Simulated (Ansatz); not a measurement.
The structure below was relaxed with Ansatz (a first-principles code) PBE, no spin-orbit coupling.

Space group F-43m (No. 216); a = b = c = 6.021 Å, α = β = γ = 90.00°

```
atom  site  symmetry       x       y       z
----  ----  --------  ------  ------  ------
Si      4c      -43m  0.2500  0.2500  0.2500
Cd      4a      -43m  0.0000  0.0000  0.0000
```

Q: Write out a cell with all atoms.

A: 
```xyz
8
Lattice="6.0205 0.0000 0.0000 0.0000 6.0205 0.0000 0.0000 0.0000 6.0205" Properties=species:S:1:pos:R:3 pbc="T T T"
Si     1.5051     1.5051     1.5051
Cd     0.0000     0.0000     0.0000
Si     1.5051     4.5154     4.5154
Cd     0.0000     3.0103     3.0103
Si     4.5154     1.5051     4.5154
Cd     3.0103     0.0000     3.0103
Si     4.5154     4.5154     1.5051
Cd     3.0103     3.0103     0.0000
```
This is the conventional cell.

Whether these cells are dynamically stable was not tested. All final runs are without spin polarisation. The cell was made from CdS by this change: S → Si; the result is a hypothetical phase, not in the database extracts checked.
